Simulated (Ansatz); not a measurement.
Consider the following.

```yaml
crystal:
  lattice:
    - [3.82322, 0.00000, 0.00000]
    - [1.91161, 3.31101, 0.00000]
    - [0.00000, 0.00000, 6.32622]
  atoms:
    - { symbol: Zn, position: [0.66667, 0.66667, 0.99906] }
    - { symbol: Zn, position: [0.33333, 0.33333, 0.49906] }
    - { symbol: S, position: [0.66667, 0.66667, 0.62614] }
    - { symbol: S, position: [0.33333, 0.33333, 0.12614] }
```

No spin polarisation.

All numbers come from Kohn–Sham DFT with the PBE functional, run in Ansatz (a quantum-chemistry and plane-wave program) with PAW and 420 eV plane waves, no spin-orbit coupling, earlier PAW set. Settings: 10×10×5 k-points, 0.05 eV Fermi–Dirac smearing.

Predict the pressure, valence-band top at Γ, electron mass and space group.


- Pressure (mean of the normal stresses, compression positive): 0.56 GPa
- Valence-band top at Γ (three highest levels, from the VBM): 0.00, 0.00, -0.12 eV
- Electron mass: 0.15 mₑ out of plane, 0.18 mₑ in plane (at Γ)
- Space group: P6_3mc (No. 186)

The levels and masses belong to the bands next to the band gap. The cells carry an imposed strain or load. Effective masses come from finite differences of ±0.01 Å⁻¹. Whether these cells are dynamically stable was not tested. The cell was made from ZnS in the wurtzite structure (space group P6_3mc, No. 186) by this change: biaxial strain −0.57 %, plane normal [001], relaxed out of plane.
